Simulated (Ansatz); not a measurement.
Take Mo in the bcc (W type) structure (space group Im-3m, No. 229; a = 3.1115 Å; relaxed with 0.1 eV smearing) as the base. Axes: x, y, z lie along the cube axes.

Level of theory: LDA in Ansatz (plane waves to 420 eV, PAW, spin-orbit coupling left out).

Before the change:

The band gap comes out as zero. The shortest interatomic distance is 2.695 Å and the pressure is 0.0 GPa.

One thing is altered: tensor shear ε_xy = +0.57 % (engineering shear γ = 0.0114), atoms relaxed at fixed cell.

### Question
How does this affect the energy relative to the base, band gap, shortest interatomic distance and pressure?

### Answer
The energy grows by 0.7 meV/atom; the band gap is still zero; the shortest interatomic distance falls by 0.0102 Å, from 2.695 Å to 2.684 Å; the pressure (mean of the normal stresses, compression positive) stays 0.0 GPa.

The cells carry an imposed strain or load. No phonon test of stability was made. The final runs are not spin-polarised.

Ansatz is a first-principles code.
